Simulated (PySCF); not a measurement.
PySCF 2.14.0, TPSSH/def2-svp, df: Si(Me)2(Vi)(OEt) (C=C[Si](C)(C)OCC), 22 atoms. The geometry is a generated start, not checked to be a minimum at this level.

```json
{
  "task": "energy",
  "method": "tpssh",
  "basis": "def2-svp",
  "two_electron_scheme": "density fitting",
  "mol.max_memory": "3000 MB",
  "mf.max_cycle": "100",
  "mf.conv_tol": "1e-09 (default)",
  "mf.grids.level": "3 (default)",
  "basis_functions": "186",
  "grid_points": "255288"
}
```

```xyz
22

C      2.6853    -0.8766    -1.2219
C      1.4899    -0.3083    -1.2587
Si     0.5558     0.4551     0.2052
C      0.7881     2.3364     0.2744
C      1.0931    -0.4031     1.8231
O     -1.0568     0.3188    -0.0329
C     -1.8209    -0.8524    -0.1354
C     -3.2514    -0.4923    -0.5083
H      3.2439    -0.9595    -0.3041
H      3.1612    -1.2862    -2.1017
H      0.9834    -0.2575    -2.2190
H      1.8278     2.5867     0.4490
H      0.1997     2.7783     1.0716
H      0.4862     2.8052    -0.6559
H      0.9726    -1.4819     1.7560
H      0.4922    -0.0578     2.6603
H      2.1321    -0.2054     2.0645
H     -1.8016    -1.3834     0.8243
H     -1.3844    -1.5142    -0.8943
H     -3.6718     0.1700     0.2433
H     -3.8581    -1.3914    -0.5724
H     -3.2662     0.0197    -1.4670
```

With the defaults (mf.DIIS = CDIIS, mf.diis = true, mf.init_guess = minao, mf.damp = 0, mf.diis_start_cycle = 1, mf.diis_space = 8, mf.level_shift = 0) it converges in 12 Fock builds. One run each on 2 threads, 1 BLAS thread, with these changes:
- mf.init_guess = 1e
- mf.diis_space = 20
- mf.level_shift = 0.1 Hartree
- mf.damp = 0.7, mf.diis_start_cycle = 8
- mf.DIIS = EDIIS
- mf.init_guess = huckel
- mf.DIIS = ADIIS
- mf.diis = false
- mf.diis_space = 12

### Question
Which of these changes keep the SCF from converging, or lead it to another solution?

### Answer
No convergence: mf.DIIS = EDIIS; mf.diis = false (the run ends without SCF convergence in 100 cycles). The rest reach the solution of the defaults.

| setting | Fock builds | end |
|---|---|---|
| the defaults | 12 | same solution |
| mf.diis_space = 20 | 12 | same solution |
| mf.diis_space = 12 | 12 | same solution |
| mf.level_shift = 0.1 Hartree | 12 | same solution |
| mf.damp = 0.7, mf.diis_start_cycle = 8 | 15 | same solution |
| mf.DIIS = ADIIS | 18 | same solution |
| mf.init_guess = huckel | 18 | same solution |
| mf.init_guess = 1e | 21 | same solution |
| mf.DIIS = EDIIS | 101 | no convergence |
| mf.diis = false | 101 | no convergence |
